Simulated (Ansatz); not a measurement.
For MgO (P6₃/mmc, No. 194, 4 atoms in the cell; start mp-1065577; a measured phase of this formula has another space group), PBEsol (PAW; Ansatz, a program for electronic structure) gives:

| Item | Value |
|---|---|
| lattice constant a | 3.494 Å |
| c axis length | 4.195 Å |
| bulk modulus | 130 GPa |
| cohesive energy | 5.25 eV/atom |
| band gap | 3.27 eV |

Q: What does r²SCAN (plane waves, PAW; Ansatz) give for the same quantities?

A: 
- lattice constant a: 3.484 Å (falls by 0.3 %)
- lattice parameter c: 4.185 Å (falls by 0.2 %)
- bulk modulus: 137 GPa (rises by 5.4 %)
- cohesive energy: 5.19 eV/atom (shrinks by 0.06 eV/atom)
- band gap: 4.09 eV (rises by 0.82 eV)

Changes are worked out from the printed values.

Unless a cell is named, each level is at its own relaxed cell (PBEsol 11.09, r²SCAN 11.00 Å³/atom).

Density-functional gaps are differences of (generalised) Kohn–Sham levels.

Caveats: the bulk modulus is −V dP/dV from two relaxed cells at ±2 % in volume (PBEsol, r²SCAN); the relaxation could not lower the start's symmetry, so the cell can be a saddle point above a distorted one (PBEsol, r²SCAN). Ansatz's density-functional and Hartree–Fock values are scalar-relativistic unless marked +SOC, with PAW data made under PBE.

A start named mp-… is a Materials Project structure, which need not be a measured phase.
